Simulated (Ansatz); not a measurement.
The parent structure is NaI in the rock salt structure (space group Fm-3m, No. 225).

NaI is modelled in the cubic space group Fm-3m (No. 225), the rock salt structure, Pearson symbol cF8. Cell: a = b = c = 6.5281 Å, α = β = γ = 90.00°. Na on 4a sees 6 I at 3.264 Å (octahedral). I on 4b sees 6 Na at 3.264 Å (octahedral). (Neighbours: up to the widest gap in distance over summed covalent radii, below 1.35, at either atom; cation-cation and far metal-metal contacts left out.)
(The calculation used a cell of 2 atoms; values per cell refer to that cell.)

Level of theory: DFT with PBE, PAW potentials and a 420 eV plane-wave cutoff in Ansatz (an electronic-structure program), scalar-relativistic without spin-orbit coupling.

Strains are applied to the cell and any free atomic positions relax.

One change was made to it. Results:

```
quantity              base        after
-------------  -----------  -----------
pressure          0.01 GPa    -0.21 GPa
band gap           3.58 eV      3.54 eV
gap character  direct at Γ  direct at Γ
```

Task: What was done to the base?
(A) isotropic strain −1.00 %
(B) isotropic strain +2.50 %
(C) isotropic strain +1.50 %
(D) isotropic strain −2.00 %
(E) isotropic strain +0.50 %

Result: E, isotropic strain +0.50 %. For comparison, the band gap in the other runs: isotropic strain +2.50 % gives 3.40 eV; isotropic strain −2.00 % gives 3.74 eV; isotropic strain +1.50 % gives 3.47 eV; isotropic strain −1.00 % gives 3.66 eV.

With I present, leaving out spin-orbit coupling can change the band edges. Semilocal Kohn–Sham gaps tend to fall short of experiment. Whether these cells are dynamically stable was not tested.
